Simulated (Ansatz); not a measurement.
Worked example: self-consistent single point of a sheet of SbAs (2 atoms in the cell) in Ansatz (a quantum-chemistry and plane-wave program)

Method: PBEsol, default PAW files made with PBE (plane waves; Ansatz).

Input as run:

Ansatz 0.2 input:
```yaml
# SbAs
crystal:
  lattice:
    - [4.36990800, 0.00000000, 0.00000000]
    - [-2.18495400, 3.78445100, 0.00000000]
    - [0.00000000, 0.00000000, 14.00000000]
  atoms:
    - { symbol: As, position: [0.66666700, 0.33333300, 0.50000000] }
    - { symbol: Sb, position: [0.33333300, 0.66666700, 0.50000000] }
basis:
  ecutwfc: 420.0
kpoints:
  mp_grid: { grid: [7, 7, 1] }
hamiltonian:
  xc: pbesol
  pseudopotentials: { kind: paw }
scf:
  occupations: { method: cold, width: 0.272 }
output:
  forces: true
  eigenvalues: true
  stress: true
```

Log, with long lists cut:

```
WARN the atoms were moved onto the symmetric positions of the space group found under crystal.symmetry.tolerance 1.0e-5 (fractional …
WARN ansatz: RAYON_NUM_THREADS=1 ignored (pool sized by the plan → 1); use --threads N
Pseudopotentials: kind: paw
Pseudopotential: As, paw, valence charge 15
Pseudopotential: Sb, paw, valence charge 15
Crystal: 2 atoms, lattice volume = 231.528 Å³
Basis set: ecut = 420 eV, 4589 PW (Γ), exchange–correlation on 60×60×192 points (8 copies of the dense FFT grid, shifted against one another)
Bands: 19, of which v1, the nominal top of the filled ones, is band 15 counted from 1 (14 counted from 0)
Symmetry: 12 space group operations
Space group: P-6m2 (ITA 187), of the structure as read, at distance tolerance 6.1e-5 Å
k-points: 8 of 49 (time reversal used)
PAW frozen core: As, regenerated for the run's functional, and the local potential with it
PAW frozen core: Sb, regenerated for the run's functional, and the local potential with it
Initial density: superposition of atomic densities (neutral atoms: chi_scale 0, normalization atom), corrected by the library's trained network
Initial wavefunctions: pseudopotential atomic-orbital guess
Eigensolver: davidson
Functional: x = pbesol(κ = 0.804, μ = 0.12345679012345678), c = pbesol(β = 0.046)
SCF iter   1: F=—  HF=-11219.315639 eV  |F-HF|=—  |Δ(HF+E_count)|=         —  Δρ=1.30e-3  dr2=2.54e-3  ethr=1.77e-3  ⟨swp⟩=6.6  Hψ=811  notcnv=0
all-band conjugate gradients solve this SCF's bands
preconditioner: auto → LDOS
SCF iter   2: F=—  HF=-11219.317116 eV  |F-HF|=—  |Δ(HF+E_count)|=   1.48e-3  S|Δr|=    0.00e0  Δρ=2.06e-4  dr2=2.05e-4  ethr=8.46e-6  ⟨swp⟩=2.0  Hψ=338  notcnv=0
SCF iter   3: F=—  HF=-11219.317157 eV  |F-HF|=—  |Δ(HF+E_count)|=   4.13e-5  S|Δr|=    0.00e0  Δρ=1.26e-4  dr2=3.60e-5  ethr=6.83e-7  ⟨swp⟩=2.0  Hψ=273  notcnv=0
SCF iter   4: F=—  HF=-11219.317184 eV  |F-HF|=—  |Δ(HF+E_count)|=   2.67e-5  S|Δr|=    0.00e0  Δρ=4.43e-5  dr2=9.61e-6  ethr=1.20e-7  ⟨swp⟩=2.0  Hψ=273  notcnv=0
SCF iter   5: F=—  HF=-11219.317186 eV  |F-HF|=—  |Δ(HF+E_count)|=   1.46e-6  S|Δr|=    0.00e0  Δρ=1.46e-5  dr2=1.21e-6  ethr=3.20e-8  ⟨swp⟩=2.0  Hψ=273  notcnv=0
SCF iter   6: F=-11219.317186 eV  HF=-11219.317186 eV  |F-HF|=1.02e-8  |Δ(HF+E_count)|=   8.39e-8  S|Δr|=    0.00e0  Δρ=5.02e-6  dr2=5.69e-8  ethr=3.33e-10  ⟨swp⟩=7.1  Hψ=817  notcnv=0
SCF 1 converged in 6 iterations: F = -11219.317186 eV  dr2 = 5.69e-8
SCF converged after 6 iterations
Stability not checked (fill_not_monotonic)
Free energy (F): -11219.317186 eV
Harris-Foulkes:  -11219.317186 eV  (|F-HF|=1.02e-8)
Internal energy: -11219.296207 eV  (E = F + TS)
E sigma→0 (E₀):  -11219.310193 eV
Entropy (-TS):   -0.020978 eV (-10.489 meV/atom)
Fermi energy:    -1.398036 eV
Step filling:    the computed levels leave a gap of 0.0206 eV = 0.1 smearing widths
--- Per-component energies (eV) ---
  E_band       = -743.833954
  E_kinetic    = 312.692442
  E_local      = -12081.080082  (includes V_loc(G=0)·N_el)
  E_nonlocal   = -304.342198
  E_hartree    = 5882.749284
  E_xc         = -216.313985
  E_vxc        = -175.813564  (∫ρ·V_xc dr)
  E_paw        = -6291.388472  (= ΣΔE_a)
  E_vpaw       = -260.790923  (= ΣTr[D̂ρ^β])
  E_aug_tail   = 0.000006  (compensation charges beyond the density's cutoff)
  E_ewald      = 1477.088512
  E_core_change = 1.298286  (= ΣΔE_core)
  E_smearing   = -0.020978  (= −TS)
  E_closure    = -0.000000  (closes the sum)
  Σ components = -11219.317186   (vs F -11219.317186, Δ=0.00e0)
--- Forces (eV/Å), atoms counted from 1 ---
  atom   1  As    -0.00000000    -0.00000000     0.00000000
  atom   2  Sb     0.00000000     0.00000000     0.00000000
  max |Σ_I F_I| component: 2.41e-16 eV/Å
--- Stress (GPa, compression-positive) ---
        3.560932      -0.000000       0.000000
       -0.000000       3.560932       0.000000
        0.000000       0.000000      -0.000027
  P = ⅓ Tr σ = 2.3739 GPa (23.739 kbar)
  The stress holds the Pulay correction. Without it, at fixed plane waves, as pw.x and ABINIT print it: P = 2.3664 GPa
--- Band table (eV; the first three rows and the last of 8) ---
  k-point 0: bands = ["-37.1036", "-37.1036", "-37.0224", "-37.0224", "-37.0116", "-30.4574", "-30.4574", "-30.3672", "-30.3556", "-30.3556", "-14.5240", "-5.9550", "-4.7088", "-4.5050", "-4.5050", "0.4149", "0.4149", "1.8355", "1.9602"]
  k-point 1: bands = ["-37.1039", "-37.1038", "-37.0224", "-37.0224", "-37.0115", "-30.4573", "-30.4555", "-30.3661", "-30.3560", "-30.3556", "-14.3455", "-7.4239", "-4.7910", "-4.5234", "-3.2381", "0.4126", "1.0870", "1.2483", "2.1997"]
  k-point 2: bands = ["-37.1047", "-37.1042", "-37.0225", "-37.0224", "-37.0113", "-30.4571", "-30.4512", "-30.3635", "-30.3569", "-30.3557", "-13.8362", "-9.2381", "-5.2958", "-3.9930", "-2.5204", "-0.0068", "1.4942", "2.7121", "2.8669"]
  k-point 7: bands = ["-37.1059", "-37.1044", "-37.0226", "-37.0223", "-37.0110", "-30.4571", "-30.4460", "-30.3609", "-30.3576", "-30.3562", "-12.7696", "-11.0588", "-6.6338", "-2.7935", "-1.6914", "0.1430", "1.4848", "3.2635", "4.1240"]
```

The run converged in 6 iterations.

The starting cell was generated: these elements placed on a structure prototype, without a prior relaxation; it need not be a known phase or ordering of this composition. Spin-orbit coupling is off.
